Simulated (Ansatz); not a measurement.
System: ZnSe2 (Pa-3, No. 205, 12 atoms in the cell; start mp-1102515). Method: PBEsol in Ansatz (plane waves, PAW).

Settings: plane-wave cutoff 520 eV, 6×6×6 k mesh, Fermi–Dirac smearing 0.01 eV, scalar-relativistic PAW data made under PBE.

Cell (relaxed with PBEsol):

```
CELL_PARAMETERS angstrom
      6.23883     0.00000     0.00000
      0.00000     6.23883     0.00000
      0.00000     0.00000     6.23883
ATOMIC_POSITIONS crystal
  Zn 0.50000 0.50000 0.00000
  Zn 0.00000 0.50000 0.50000
  Zn 0.00000 0.00000 0.00000
  Zn 0.50000 0.00000 0.50000
  Se 0.10999 0.89001 0.39001
  Se 0.89001 0.10999 0.60999
  Se 0.39001 0.10999 0.89001
  Se 0.60999 0.89001 0.10999
  Se 0.60999 0.60999 0.60999
  Se 0.39001 0.39001 0.39001
  Se 0.89001 0.39001 0.10999
  Se 0.10999 0.60999 0.89001
```

Predict the band gap and smallest direct gap on the k points sampled.


- band gap: 0.68 eV (indirect)
- smallest direct gap on the k points sampled: 0.83 eV

Spin–orbit coupling is not included.

A start named mp-… is a Materials Project structure, which need not be a measured phase.

Ansatz is an electronic-structure program.
